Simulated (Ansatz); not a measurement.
## What biaxial strain +0.50 %, plane normal [001], relaxed out of plane does to Be

The reference is Be in the hcp (Mg type) structure (space group P6_3/mmc, No. 194; a = 2.263 Å, c = 3.566 Å; relaxed with 0.1 eV smearing). Axes: x lies along a and z along c of the hexagonal cell.

Now apply this change: biaxial strain +0.50 %, plane normal [001], relaxed out of plane (Cartesian); in-plane vectors clamped, the third vector and the atoms free.

All numbers come from PBE in Ansatz (plane waves to 420 eV, PAW, no spin-orbit coupling). Settings: 29×29×16 k-points, 0.1 eV Fermi–Dirac smearing.

The volume per atom rises by 0.077 Å³ to 7.98 Å³ and the space group is still P6_3/mmc (No. 194). The shortest interatomic distance rises by 0.003 Å, from 2.211 Å to 2.214 Å and the band gap remains zero. The out-of-plane strain comes out as -0.03 % and the mean in-plane stress (compression positive) comes out as -1.7 GPa.

Cost of the whole job for the changed cell (relaxation, final SCF and bands): very roughly 17 core-seconds.

Stability against distortions was not tested.

Ansatz is a first-principles code.
